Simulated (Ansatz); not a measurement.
Reference: ZnSnP$_{2}$ (I-42d), PBEsol, rigid bands (plane waves, PAW, scalar-relativistic; Ansatz, an electronic-structure program); axes and stresses refer to this cell.

```yaml
crystal:
  lattice:
    - [-2.81075, 2.81075, 5.64074]
    - [2.81075, -2.81075, 5.64074]
    - [2.81075, 2.81075, -5.64074]
  atoms:
    - { symbol: Zn, position: [0.75000, 0.25000, 0.50000] }
    - { symbol: Zn, position: [0.00000, 0.00000, 0.00000] }
    - { symbol: Sn, position: [0.25000, 0.75000, 0.50000] }
    - { symbol: Sn, position: [0.50000, 0.50000, 0.00000] }
    - { symbol: P, position: [0.37500, 0.35053, 0.47553] }
    - { symbol: P, position: [0.64947, 0.12500, 0.02447] }
    - { symbol: P, position: [0.87500, 0.89947, 0.52447] }
    - { symbol: P, position: [0.10053, 0.62500, 0.97553] }
```

The electron conductivity mass comes out as 0.081 mₑ and the hole conductivity mass is 0.39 mₑ. The band gap comes out as 0.80 eV.

Task: Change: functional r2SCAN on the same cell. What happens to electron conductivity mass, hole conductivity mass, band gap?

Result: electron conductivity mass increases to 0.122 mₑ; hole conductivity mass moves little, to 0.40 mₑ; band gap rises to 1.29 eV.

Masses are for dilute carriers at 300 K, harmonic means over directions unless an axis is named. Spin-orbit coupling is left out unless a row names it. 

Computed structure with no diffraction record at hand here (it may be known, metastable or hypothetical): ZnSnP2 (I-42d).
